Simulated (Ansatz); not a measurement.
A self-consistent single point of a (100) slab of LaAs (cut from a parent of space group no. 225; 8 atoms in the cell) with Ansatz (a first-principles code)

Method of the run: LDA (PW92), default PAW files made with PBE (plane waves; Ansatz).

Input as run:

Ansatz 0.2 input:
```yaml
# LaAs
crystal:
  lattice:
    - [4.404681, 0.000000, 0.000000]
    - [-4.404681, 4.404681, 0.000000]
    - [0.000000, 0.000000, 23.343790]
  atoms:
    - { symbol: As, position: [0.000000, 0.000000, 0.299866] }
    - { symbol: As, position: [0.000000, 0.500000, 0.433289] }
    - { symbol: As, position: [0.000000, 0.000000, 0.566711] }
    - { symbol: As, position: [0.000000, 0.500000, 0.700134] }
    - { symbol: La, position: [0.000000, 0.000000, 0.433289] }
    - { symbol: La, position: [0.000000, 0.500000, 0.299866] }
    - { symbol: La, position: [0.000000, 0.000000, 0.700134] }
    - { symbol: La, position: [0.000000, 0.500000, 0.566711] }
basis:
  ecutwfc: 420.0
kpoints:
  mp_grid:
    grid: [5, 5, 1]
hamiltonian:
  xc: lda
  pseudopotentials:
    kind: paw
scf:
  occupations:
    method: gaussian
    width: 0.1
output:
  forces: true
  eigenvalues: true
  stress: true
```

Output (repeated stretches shortened):

```
WARN ansatz: RAYON_NUM_THREADS=1 ignored (pool sized by the plan → 1); use --threads N
Pseudopotentials: kind: paw
Pseudopotential: As, paw, valence charge 15
Pseudopotential: La, paw, valence charge 11
Crystal: 8 atoms, lattice volume = 452.898 Å³
Basis set: ecut = 420 eV, 8919 PW (Γ)
Bands: 63, of which v1, the nominal top of the filled ones, is band 52 counted from 1 (51 counted from 0)
Symmetry: 16 space group operations
Space group: P4/nmm (ITA 129), of the structure as read, at distance tolerance 7.7e-5 Å
k-points: 6 of 25
PAW frozen core: As, regenerated for the run's functional, and the local potential with it
PAW frozen core: La, regenerated for the run's functional, and the local potential with it
Initial density: superposition of atomic densities (neutral atoms: chi_scale 0, normalization atom), corrected by the library's trained network
Initial wavefunctions: pseudopotential atomic-orbital guess
Eigensolver: davidson
Functional: x = slater, c = lda
SCF iter   1: F=—  HF=-43409.382394 eV  |F-HF|=—  |Δ(HF+E_count)|=         —  Δρ=3.21e-3  dr2=3.65e-2  ethr=1.77e-3  ⟨swp⟩=8.0  Hψ=1504  notcnv=0
all-band conjugate gradients solve this SCF's bands
preconditioner: auto → LDOS
SCF iter   2: F=—  HF=-43409.370443 eV  |F-HF|=—  |Δ(HF+E_count)|=   1.20e-2  Δρ=1.16e-3  dr2=1.38e-2  ethr=3.51e-5  ⟨swp⟩=5.3  Hψ=996  notcnv=0  defer=30
SCF iter   3: F=—  HF=-43409.367579 eV  |F-HF|=—  |Δ(HF+E_count)|=   2.86e-3  Δρ=4.41e-4  dr2=5.07e-3  ethr=1.33e-5  ⟨swp⟩=2.5  Hψ=562  notcnv=0  defer=30
SCF iter   4: F=—  HF=-43409.366570 eV  |F-HF|=—  |Δ(HF+E_count)|=   1.01e-3  Δρ=1.28e-4  dr2=1.77e-4  ethr=4.88e-6  ⟨swp⟩=2.0  Hψ=517  notcnv=0  defer=30
SCF iter   5: F=—  HF=-43409.366542 eV  |F-HF|=—  |Δ(HF+E_count)|=   2.75e-5  Δρ=3.43e-5  dr2=1.02e-5  ethr=1.70e-7  ⟨swp⟩=2.0  Hψ=529  notcnv=0  defer=30
SCF iter   6: F=—  HF=-43409.366499 eV  |F-HF|=—  |Δ(HF+E_count)|=   4.31e-5  Δρ=1.09e-5  dr2=1.22e-6  ethr=9.82e-9  ⟨swp⟩=2.2  Hψ=570  notcnv=0  defer=30
SCF iter   7: F=-43409.366499 eV  HF=-43409.366499 eV  |F-HF|=2.09e-8  |Δ(HF+E_count)|=   5.83e-8  Δρ=4.09e-6  dr2=6.23e-8  ethr=9.62e-11  ⟨swp⟩=18.2  Hψ=2600  notcnv=0
SCF 1 converged in 7 iterations: F = -43409.366499 eV  dr2 = 6.23e-8
SCF converged after 7 iterations
Free energy (F): -43409.366499 eV
Harris-Foulkes:  -43409.366499 eV  (|F-HF|=2.09e-8)
Internal energy: -43409.360309 eV  (E = F + TS)
E sigma→0 (E₀):  -43409.363404 eV
Entropy (-TS):   -0.006190 eV (-0.774 meV/atom)
Fermi energy:    3.258344 eV
--- Per-component energies (eV) ---
  E_band       = -1780.197323
  E_kinetic    = 1172.379683
  E_local      = -54229.541288  (includes V_loc(G=0)·N_el)
  E_nonlocal   = -2262.286777
  E_hartree    = 26902.839197
  E_xc         = -864.668750
  E_vxc        = -902.008446  (∫ρ·V_xc dr)
  E_paw        = -27992.863719  (= ΣΔE_a)
  E_vpaw       = 635.576034  (= ΣTr[D̂ρ^β])
  E_aug_tail   = 0.000039  (compensation charges beyond the density's cutoff)
  E_ewald      = 13855.189521
  E_core_change = 9.591786  (= ΣΔE_core)
  E_smearing   = -0.006190  (= −TS)
  E_closure    = -0.000000  (closes the sum)
  Σ components = -43409.366499   (vs F -43409.366499, Δ=0.00e0)
--- Forces (eV/Å), atoms counted from 1 ---
  atom   1  As    -0.00000000     0.00000000     0.19364705
  atom   2  As    -0.00000000     0.00000000    -0.20810149
  atom   3  As    -0.00000000     0.00000000     0.20810149
  atom   4  As    -0.00000000     0.00000000    -0.19364705
  atom   5  La    -0.00000000     0.00000000    -0.05253175
  atom   6  La     0.00000000     0.00000000     0.74302033
  atom   7  La     0.00000000     0.00000000    -0.74302033
  atom   8  La    -0.00000000    -0.00000000     0.05253175
  max |Σ_I F_I| component: 8.33e-17 eV/Å
--- Stress (GPa, compression-positive) ---
       -3.753328       0.000000       0.000000
        0.000000      -3.753328       0.000000
        0.000000       0.000000      -2.808884
  P = ⅓ Tr σ = -3.4385 GPa (-34.385 kbar)
  The stress holds the Pulay correction. Without it, at fixed plane waves, as pw.x and ABINIT print it: P = -3.4462 GPa
--- Band table (eV; the first three rows and the last of 6) ---
  k-point 0: bands = ["-30.9469", "-30.9448", "-30.9396", "-30.9395", "-30.9323", "-30.9323", "-30.9321", "-30.9321", "-30.9291", "-30.9290", "-30.8593", "-30.8592", "-30.8456", "-30.8456", "-30.8456", "-30.8456", "-30.8410", "-30.8410", "-30.8304", [...]
  k-point 1: bands = ["-30.9463", "-30.9447", "-30.9397", "-30.9396", "-30.9323", "-30.9323", "-30.9321", "-30.9321", "-30.9290", "-30.9289", "-30.8588", "-30.8588", "-30.8457", "-30.8457", "-30.8456", "-30.8456", "-30.8412", "-30.8412", "-30.8303", [...]
  k-point 2: bands = ["-30.9452", "-30.9446", "-30.9398", "-30.9398", "-30.9323", "-30.9322", "-30.9322", "-30.9321", "-30.9288", "-30.9288", "-30.8580", "-30.8580", "-30.8457", "-30.8457", "-30.8456", "-30.8456", "-30.8413", "-30.8413", "-30.8302", [...]
  k-point 5: bands = ["-30.9451", "-30.9448", "-30.9420", "-30.9418", "-30.9324", "-30.9324", "-30.9321", "-30.9321", "-30.9285", "-30.9285", "-30.8577", "-30.8577", "-30.8457", "-30.8457", "-30.8457", "-30.8457", "-30.8446", "-30.8446", "-30.8299", [...]
```

The run converged in 7 iterations.

The starting cell comes from a database of computed structures (which also holds hypothetical and non-ambient phases and stackings), without a prior relaxation at this level. The slab is cut from that crystal, and its faces are unrelaxed. Its lattice was rescaled by up to half a per cent. Spin polarisation is off, though cut faces can carry moments; the slab shows no gap.
